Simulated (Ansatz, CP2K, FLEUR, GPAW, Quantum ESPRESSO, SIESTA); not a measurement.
# One structure in several programs: CaGaCu (P1, 6 atoms in the cell)

Self-consistent single point, at a second geometry (atoms moved at random). First geometry:

```yaml
crystal:
  lattice:
    - [4.91086, -2.15939, 0.00000]
    - [4.91086, 2.15939, 0.00000]
    - [-4.79041, 0.00000, 5.15458]
  atoms:
    - { symbol: Ca, position: [0.44423, 0.44423, 0.69054] }
    - { symbol: Ca, position: [0.55577, 0.55577, 0.30946] }
    - { symbol: Ga, position: [0.17032, 0.17032, 0.10330] }
    - { symbol: Ga, position: [0.82968, 0.82968, 0.89670] }
    - { symbol: Cu, position: [0.83586, 0.83586, 0.26726] }
    - { symbol: Cu, position: [0.16414, 0.16414, 0.73274] }
```

Second geometry:
```yaml
crystal:
  lattice:
    - [4.91086, -2.15939, 0.00000]
    - [4.91086, 2.15939, 0.00000]
    - [-4.79041, 0.00000, 5.15458]
  atoms:
    - { symbol: Ca, position: [0.44187, 0.45217, 0.68874] }
    - { symbol: Ca, position: [0.54374, 0.54849, 0.30889] }
    - { symbol: Ga, position: [0.16845, 0.17561, 0.09568] }
    - { symbol: Ga, position: [0.84127, 0.82923, 0.89997] }
    - { symbol: Cu, position: [0.84387, 0.82443, 0.27185] }
    - { symbol: Cu, position: [0.16080, 0.17006, 0.73486] }
```

Shared settings, as Ansatz (a quantum-chemistry and plane-wave program) writes them: kpoints.mp_grid.grid = 4 4 3; scf.occupations.method = gaussian; scf.occupations.width = 0.0147 Ry. Potentials and cutoffs stand in the table.

```csv
code,model,ΔF from the first geometry (meV/atom),pressure (GPa),largest force (eV/Å),cutoff
CP2K,"LDA (Pade form), GPW, DZVP-MOLOPT-SR-GTH basis, GTH-PADE potentials (GTH_POTENTIALS)",11.0,1.19,0.589,grid 600 Ry
FLEUR,"LDA (Vosko-Wilk-Nusair), all-electron FLAPW (FLEUR), scalar-relativistic valence",–,–,0.570,Kmax 3.8 1/bohr
Ansatz,"LDA (PW92), PAW files made with PBE",10.6,0.40,0.576,default
Quantum ESPRESSO,"LDA (PZ), GBRV 1.5 ultrasoft (LDA) pseudopotentials",10.6,0.09,0.580,50 Ry
GPAW,"LDA (Perdew-Wang 92), GPAW PAW datasets LDA (gpaw-data 1.0.1)",11.0,1.16,0.597,850 eV
SIESTA,"LDA PW92, numerical atomic orbitals DZP, PseudoDojo LDA standard norm-conserving potentials (rewritten from UPF to PSML)",18.1,6.77,1.120,grid 400 Ry
```

Size of the force on each atom (eV/Å): Sizes of forces hide their directions.

```json
[
 {"code": "CP2K", "Ca1": "0.242", "Ca2": "0.589", "Ga3": "0.550", "Ga4": "0.349", "Cu5": "0.336", "Cu6": "0.316"},
 {"code": "FLEUR", "Ca1": "0.227", "Ca2": "0.570", "Ga3": "0.521", "Ga4": "0.356", "Cu5": "0.339", "Cu6": "0.329"},
 {"code": "Ansatz", "Ca1": "0.233", "Ca2": "0.576", "Ga3": "0.521", "Ga4": "0.353", "Cu5": "0.329", "Cu6": "0.319"},
 {"code": "Quantum ESPRESSO", "Ca1": "0.237", "Ca2": "0.580", "Ga3": "0.526", "Ga4": "0.355", "Cu5": "0.335", "Cu6": "0.330"},
 {"code": "GPAW", "Ca1": "0.250", "Ca2": "0.597", "Ga3": "0.531", "Ga4": "0.373", "Cu5": "0.358", "Cu6": "0.364"},
 {"code": "SIESTA", "Ca1": "0.565", "Ca2": "1.120", "Ga3": "0.644", "Ga4": "0.496", "Cu5": "0.521", "Cu6": "0.468"}
]
```

A dash marks a value that a program does not give, or that is left out as unsure.

On Ansatz's run: spin polarisation is off.

The spread over the programs that give each value: ΔF from the first geometry within 7.5 meV/atom; pressure within 6.68 GPa; largest force within 0.550 eV/Å.

CP2K and SIESTA use small atom-centred bases, whose incompleteness enters pressures, forces and empty levels differently from a plane-wave cutoff. FLEUR treats all electrons, but the usual bases taken here (sphere radii, linearisation, local orbitals, empty states) were not tested for convergence, so the values are no reference for the others. Ansatz's pressure is given at a fixed set of plane waves, as the other plane-wave codes print theirs. The same LDA comes in different parametrisations, which differ slightly. In the pressure, SIESTA (by 6.37) lies more than 1 GPa from the median of the plane-wave programs. In the force vectors, SIESTA (by 0.541) lies more than 0.08 eV/Å from the median of the plane-wave programs.

The shared mesh is coarse (it stands for a supercell whose shortest vector is 17 Å), so the values are not converged in it.

The starting cell comes from a database of computed structures (which also holds hypothetical and non-ambient phases and stackings), without a prior relaxation at this level. Its lattice was rescaled by a random factor within 2.5 % of one. For this run, on top of that: atoms moved at random.

Left out of this page: Elk (not drawn, or without a comparable value).

Keys are those of Ansatz 0.2.
